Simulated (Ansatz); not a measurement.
The reference is WC (space group P-6m2, No. 187; a = 2.9225 Å, c = 2.8462 Å; relaxed with 0.1 eV smearing).

All numbers come from DFT with PBE, PAW potentials and a 420 eV plane-wave cutoff in Ansatz (an electronic-structure program), scalar-relativistic without spin-orbit coupling.

For the base:

The pressure comes out as 0.0 GPa and the band gap is zero.

Perturbation: every lattice vector is shortened by 3.00 %; the atoms relax in the strained cell.

Q: What does the calculation give for the pressure, energy relative to the base and band gap after the change?

A: The pressure (mean of the normal stresses, compression positive) goes from zero to 42.8 GPa; the energy grows by 113 meV/atom; the band gap is still zero.

Whether these cells are dynamically stable was not tested. The final runs are not spin-polarised.
